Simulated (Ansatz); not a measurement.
Results of BLYP (Ansatz, a quantum-chemistry and plane-wave program, PAW) for stishovite (SiO2).

Settings: plane-wave cutoff 520 eV, 8×8×12 k mesh (along the axes of the cell as run), Fermi–Dirac smearing 0.01 eV, scalar-relativistic PAW data made under PBE.

The cell has the measured lattice parameters. Conventional cell: a = 4.1790 Å, b = 4.1790 Å, c = 2.6649 Å, α = 90.00°, β = 90.00°, γ = 90.00°.

```xyz
6
Lattice="4.1790 0.0000 0.0000 0.0000 4.1790 0.0000 0.0000 0.0000 2.6649" Properties=species:S:1:pos:R:3 pbc="T T T"
Si     0.0000     0.0000     0.0000
Si     2.0895     2.0895     1.3324
O      1.2773     1.2773     0.0000
O      3.3668     0.8122     1.3324
O      0.8122     3.3668     1.3324
O      2.9017     2.9017     0.0000
```

Problem. List the 20 lowest band energies at Γ above −25 eV (eV, relative to the valence band maximum), grouping those that round alike.

Solution. At Γ: -22.43, -18.85 (×2), -18.58, -10.77, -6.36 (×2), -6.15, -5.32, -5.03, -3.11 (×2), -2.48, -0.89 (×2), 0.00, 5.78, 6.98, 8.80 (×2).

Note: cell and atoms aren't relaxed at this level (pressure 16.3 GPa).
